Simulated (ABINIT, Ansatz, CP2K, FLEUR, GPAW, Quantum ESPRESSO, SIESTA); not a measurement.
Code comparison for WSe2 (P-6m2, 3 atoms in the cell)

Self-consistent single point.

```yaml
crystal:
  lattice:
    - [3.28974, 0.00000, 0.00000]
    - [-1.64487, 2.84900, 0.00000]
    - [0.00000, 0.00000, 16.51655]
  atoms:
    - { symbol: W, position: [0.00000, 0.00000, 0.00000] }
    - { symbol: Se, position: [0.33333, 0.66667, 0.09979] }
    - { symbol: Se, position: [0.33333, 0.66667, 0.90021] }
```

All programs got the same cell, k-point mesh and kind of occupations (in Ansatz's words: kpoints.mp_grid.grid = 8 8 2; scf.occupations.method = fermi_dirac; scf.occupations.width = 0.05 eV); potentials, basis and cutoffs are each program's usual ones.

| code | model | pressure (GPa) | largest force (eV/Å) | k-points | cutoff |
|---|---|---|---|---|---|
| Ansatz | LDA (PW92), PAW files made with PBE | -0.79 | 0.008 | 20 | 420 eV |
| ABINIT | LDA (PW92), norm-conserving pseudopotentials (PseudoDojo nc-sr-04 LDA standard) | -0.84 | 0.012 | 20 | 1170 eV |
| CP2K | LDA (Pade form), GPW, DZVP-MOLOPT-SR-GTH basis, GTH-PADE potentials (GTH_POTENTIALS) | -1.64 | 0.070 | 68 | grid 500 Ry |
| GPAW | LDA (Perdew-Wang 92), GPAW PAW datasets LDA (gpaw-data 1.0.1) | -0.87 | 0.027 | 20 | 600 eV |
| SIESTA | LDA PW92, numerical atomic orbitals DZP, PseudoDojo LDA standard norm-conserving potentials (rewritten from UPF to PSML) | 1.08 | 0.864 | 77 | grid 350 Ry |
| FLEUR | LDA (Perdew-Zunger), all-electron FLAPW (FLEUR), scalar-relativistic valence | – | 0.231 | 20 | Kmax 3.6 1/bohr |
| Quantum ESPRESSO | LDA (PZ), GBRV 1.5 ultrasoft (LDA) pseudopotentials | -1.05 | 0.062 | 20 | 40 Ry |

A dash marks a value that a program does not give, or that is left out as unsure.

The spread over the programs that give each value: pressure within 2.72 GPa; largest force within 0.856 eV/Å.

The starting cell comes from a database of computed structures (which also holds hypothetical and non-ambient phases and stackings), without a prior relaxation at this level. Its lattice was rescaled by a random factor within 2.5 % of one. On Ansatz's run: Spin-orbit coupling is off. Spin polarisation is off.

Question: Why do the programs differ, and what cannot be compared?

Answer: Differences of this kind can come from the potentials, where these differ, and from what each basis and cutoff leave unconverged. The valence holds different numbers of electrons (Ansatz (a program for electronic structure) 46, ABINIT 46, CP2K 26, GPAW 26, SIESTA 46, FLEUR 46, Quantum ESPRESSO 26). The zero of total energies and Fermi levels follows the potentials and each program's conventions, so they are not compared here. CP2K and SIESTA use small atom-centred bases, whose incompleteness enters pressures, forces and empty levels differently from a plane-wave cutoff. FLEUR treats all electrons, but the usual bases taken here (sphere radii, linearisation, local orbitals, empty states) were not tested for convergence, so the values are no reference for the others. Ansatz's pressure is given at a fixed set of plane waves, as the other plane-wave codes print theirs. The same LDA comes in different parametrisations, which differ slightly. The programs reduce the same mesh by symmetry to different extents, which changes the work and not the result. In the pressure, SIESTA (by 1.93) lies more than 1 GPa from the median of the plane-wave programs. In the force vectors, SIESTA (by 0.866) and FLEUR (by 0.233) lie more than 0.08 eV/Å from the median of the plane-wave programs.

This mesh misses zone-boundary points where a band edge of such crystals can lie, so no gaps are given.

Keys are those of Ansatz 0.2.
